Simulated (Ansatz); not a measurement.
**LiGeN (P6₃mc, No. 186, 6 atoms in the cell; start mp-1246087)**

Computed with PBE (Ansatz, a program for electronic structure, PAW).

Numerical settings: plane-wave cutoff 520 eV, 12×12×4 k mesh (along the axes of the cell as run), Fermi–Dirac smearing 0.01 eV, scalar-relativistic PAW data made under PBE.

Cell (relaxed with PBEsol):

```cif
data_Ge2Li2N2
_chemical_formula_sum 'Li2 Ge2 N2'
_space_group_name_H-M_alt 'P 1'
_space_group_IT_number 1
_cell_length_a 2.97924
_cell_length_b 2.97924
_cell_length_c 9.32185
_cell_angle_alpha 90.000
_cell_angle_beta 90.000
_cell_angle_gamma 120.000
loop_
_space_group_symop_operation_xyz
  'x, y, z'
loop_
_atom_site_label
_atom_site_type_symbol
_atom_site_fract_x
_atom_site_fract_y
_atom_site_fract_z
_atom_site_occupancy
Li1 Li 0.66667 0.33333 0.74328 1
Li2 Li 0.33333 0.66667 0.24328 1
Ge1 Ge 0.00000 0.00000 0.49784 1
Ge2 Ge 0.00000 0.00000 0.99784 1
N1 N 0.33333 0.66667 0.60350 1
N2 N 0.66667 0.33333 0.10350 1
```

- band gap: 1.50 eV (indirect)
- smallest direct gap on the k points sampled: 2.46 eV
- direct gap at Γ: 3.13 eV

Note: cell and atoms aren't relaxed at this level (largest force component 0.24 eV/Å, pressure 3.5 GPa).

Spin–orbit coupling is not included.

Computed values are for the static lattice.

A start named mp-… is a Materials Project structure, which need not be a measured phase.
